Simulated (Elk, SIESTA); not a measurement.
An Elk input for a self-consistent single point of La3SnC (Pm-3m, 5 atoms in the cell) (DFT, PBEsol, spin-orbit coupling in second variation, all-electron FP-LAPW, Elk's shipped species files, APW+lo basis with extra local orbitals):

```
tasks
  0

xctype
  22

spinorb
  .true.

tforce
  .true.

rgkmax
  8.0

gmaxvr
  18.0

lmaxapw
  10

lmaxo
  8

nxlo
  2

lorbcnd
  .true.

lradstp
  2

nrmtscf
  2.0

rmtscf
  0.98

lmaxi
  4

nempty
  10

stype
  0

swidth
  0.00999582

scale
  1.889726125

avec
    5.1080640000    0.0000000000    0.0000000000
    0.0000000000    5.1080640000    0.0000000000
    0.0000000000    0.0000000000    5.1080640000

sppath
  './'

atoms
  3   : nspecies
  'La.in'   : spfname
  3   : natoms; atposl, bfcmt below
  0.5000000000  0.0000000000  0.0000000000    0.0 0.0 0.0
  0.0000000000  0.5000000000  0.0000000000    0.0 0.0 0.0
  0.0000000000  0.0000000000  0.5000000000    0.0 0.0 0.0
  'Sn.in'   : spfname
  1   : natoms; atposl, bfcmt below
  0.5000000000  0.5000000000  0.5000000000    0.0 0.0 0.0
  'C.in'   : spfname
  1   : natoms; atposl, bfcmt below
  0.0000000000  0.0000000000  0.0000000000    0.0 0.0 0.0

ngridk
  7 7 7
```

Problem. Write the same calculation as an input for SIESTA.

Solution. This is the input that was run; spellings and numerical settings could be chosen otherwise.

```
# files in the folder: La.psml Sn.psml C.psml (PseudoDojo PBEsol fully relativistic)
SystemName  La3SnC
SystemLabel la3snc

NumberOfAtoms                5
NumberOfSpecies              3
%block ChemicalSpeciesLabel
  1 57 La
  2 50 Sn
  3 6 C
%endblock ChemicalSpeciesLabel
LatticeConstant              1.0 Ang
%block LatticeVectors
     5.108064000    0.000000000    0.000000000
     0.000000000    5.108064000    0.000000000
     0.000000000    0.000000000    5.108064000
%endblock LatticeVectors
AtomicCoordinatesFormat      Fractional
%block AtomicCoordinatesAndAtomicSpecies
     0.500000000    0.000000000    0.000000000  1
     0.000000000    0.500000000    0.000000000  1
     0.000000000    0.000000000    0.500000000  1
     0.500000000    0.500000000    0.500000000  2
     0.000000000    0.000000000    0.000000000  3
%endblock AtomicCoordinatesAndAtomicSpecies

XC.functional                GGA
XC.authors                   PBEsol
PAO.BasisSize                DZP
PAO.EnergyShift              0.01 Ry
MeshCutoff                   350 Ry
%block kgrid.MonkhorstPack
    7   0   0  0.0
    0   7   0  0.0
    0   0   7  0.0
%endblock kgrid.MonkhorstPack
OccupationFunction           MP
OccupationMPOrder            0
ElectronicTemperature        3156.43 K
Spin                         spin-orbit
%block DM.InitSpin
  1 0.00 0.00 0.00
  2 0.00 0.00 0.00
  3 0.00 0.00 0.00
  4 0.00 0.00 0.00
  5 0.00 0.00 0.00
%endblock DM.InitSpin

MaxSCFIterations             150
SCF.Mixer.Method             Pulay
SCF.Mixer.Weight             0.2
SCF.Mixer.History            8
SCF.DM.Tolerance             1.0E-04
Diag.ParallelOverK           true
WriteForces                  true
Charge.Mulliken              end
```

Basis settings and potentials, where a program has them, do not carry over. This input uses DFT, GGA PBEsol with spin-orbit coupling, numerical atomic orbitals DZP, PseudoDojo PBEsol fully relativistic norm-conserving potentials (rewritten from UPF to PSML).

The starting cell comes from a database of computed structures (which also holds hypothetical and non-ambient phases and stackings), without a prior relaxation at this level. Its lattice was rescaled by a random factor within 2.5 % of one.
